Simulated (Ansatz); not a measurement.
# What biaxial strain +1.34 %, plane normal [001], relaxed out of plane does to CsSnI3

The parent structure is CsSnI₃ (space group P4/mbm, No. 127; a = 8.536 Å, c = 6.220 Å). Axes: x, y, z lie along a, b, c of the conventional cell.

Perturbation: biaxial strain +1.34 %, plane normal [001], relaxed out of plane (Cartesian); in-plane vectors clamped, the third vector and the atoms free.

The values are results of PBEsol, PAW, 420 eV (Ansatz, a first-principles code; spin-orbit coupling left out), not measurements. Settings: 4×4×6 k-points, 0.05 eV Fermi–Dirac smearing.

The volume per atom increases by 0.933 Å³ (45.32 Å³ → 46.26 Å³) and the space group is still P4/mbm (No. 127). The shortest interatomic distance stays 3.091 Å and the band gap goes up by 0.09 eV, from 0.28 eV to 0.37 eV. The gap character is still direct at Z and the hole mass becomes 0.036 mₑ along k, 0.060 mₑ across (at Z) (base: 0.031 mₑ along k, 0.066 mₑ across (at Z)). The out-of-plane strain is -0.62 % and the ratio −ε⊥/ε∥ amounts to 0.46. The mean in-plane stress (compression positive) is -0.4 GPa.

Final structure (turned so that z lies along the plane normal):

```yaml
crystal:
  lattice:
    - [8.65081, 0.00000, 0.00000]
    - [0.00000, 8.65081, 0.00000]
    - [0.00000, 0.00000, 6.18122]
  atoms:
    - { symbol: Cs, position: [0.00000, 0.50000, 0.00000] }
    - { symbol: Cs, position: [0.50000, 0.00000, 0.00000] }
    - { symbol: Sn, position: [0.50000, 0.50000, 0.50000] }
    - { symbol: Sn, position: [0.00000, 0.00000, 0.50000] }
    - { symbol: I, position: [0.79819, 0.70181, 0.50000] }
    - { symbol: I, position: [0.20181, 0.29819, 0.50000] }
    - { symbol: I, position: [0.29819, 0.79819, 0.50000] }
    - { symbol: I, position: [0.70181, 0.20181, 0.50000] }
    - { symbol: I, position: [0.50000, 0.50000, 0.00000] }
    - { symbol: I, position: [0.00000, 0.00000, 0.00000] }
```

Spin-orbit coupling, missing from the scalar runs, can matter with I. Masses are band curvatures over ±0.01 Å⁻¹ around the edge. Along k means along the line from Γ to the band edge. No phonon test of stability was made. The zero or small gap of CsSnI3 can change with the level of theory.
